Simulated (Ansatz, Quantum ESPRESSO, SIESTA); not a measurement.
HfNi₃ (P1, 8 atoms in the cell) computed with different codes at matched settings

Self-consistent single point, at a second geometry (atoms moved at random). First geometry:

```
HfNi3
1.0
    5.28320     0.00000     0.00000
   -2.64160     4.57539     0.00000
    0.00000     0.00000     4.30447
Hf Ni
2 6
Cartesian
  0.00000   3.05026   3.22835
  2.64160   1.52513   1.07612
  0.00000   1.43827   1.07612
  2.64160   3.13711   3.22835
  4.03762   0.71914   3.22835
 -1.39602   3.85625   1.07612
  1.39602   3.85625   1.07612
  1.24558   0.71914   3.22835
```

Second geometry:
```
CELL_PARAMETERS angstrom
      5.28320     0.00000     0.00000
     -2.64160     4.57539     0.00000
      0.00000     0.00000     4.30447
ATOMIC_POSITIONS crystal
  Hf 0.33635 0.66609 0.75041
  Hf 0.66666 0.32679 0.24005
  Ni 0.15195 0.30125 0.25141
  Ni 0.83245 0.67582 0.74814
  Ni 0.84424 0.17556 0.75540
  Ni 0.15393 0.83969 0.25315
  Ni 0.69265 0.84640 0.25827
  Ni 0.32178 0.16840 0.74318
```

Shared settings, as Ansatz (an electronic-structure program) writes them: kpoints.mp_grid.grid = 5 5 6; scf.occupations.method = fermi_dirac; scf.occupations.width = 0.1 eV. Potentials and cutoffs stand in the table.

```
code                                                                                                                                      model  ΔF from the first geometry (meV/atom)  pressure (GPa)  largest force (eV/Å)       cutoff
----------------  -----------------------------------------------------------------------------------------------------------------------------  -------------------------------------  --------------  --------------------  -----------
Ansatz                                                                                                          PBEsol, PAW files made with PBE                                   15.5           -7.66                 0.928       420 eV
Quantum ESPRESSO                                                                                   PBEsol, PSlibrary PAW (PBE) pseudopotentials                                   14.9           -9.47                 0.867        55 Ry
SIESTA            GGA PBEsol, numerical atomic orbitals TZP, PseudoDojo PBEsol standard norm-conserving potentials (rewritten from UPF to PSML)                                   15.8          -12.51                 0.950  grid 400 Ry
```

Size of the force on each atom (eV/Å): Sizes of forces hide their directions.

```tsv
code	Hf1	Hf2	Ni3	Ni4	Ni5	Ni6	Ni7	Ni8
Ansatz	0.381	0.540	0.448	0.669	0.928	0.166	0.360	0.675
Quantum ESPRESSO	0.350	0.514	0.531	0.614	0.867	0.219	0.418	0.624
SIESTA	0.363	0.521	0.494	0.691	0.950	0.213	0.392	0.683
```

On Ansatz's run: spin-orbit coupling is off. Spin polarisation is off.

The spread over the programs that give each value: ΔF from the first geometry within 0.9 meV/atom; pressure within 4.85 GPa; largest force within 0.083 eV/Å.

SIESTA uses small atom-centred bases, whose incompleteness enters pressures, forces and empty levels differently from a plane-wave cutoff. Ansatz's pressure is given at a fixed set of plane waves, as the other plane-wave codes print theirs; with its correction for the finite basis it is -7.59 GPa. In the pressure, SIESTA (by 3.94) lies more than 1 GPa from the median of the plane-wave programs.

The starting cell comes from a database of computed structures (which also holds hypothetical and non-ambient phases and stackings), without a prior relaxation at this level. Its lattice was rescaled by a random factor within 2.5 % of one. For this run, on top of that: atoms moved at random.

Keys are those of Ansatz 0.2.
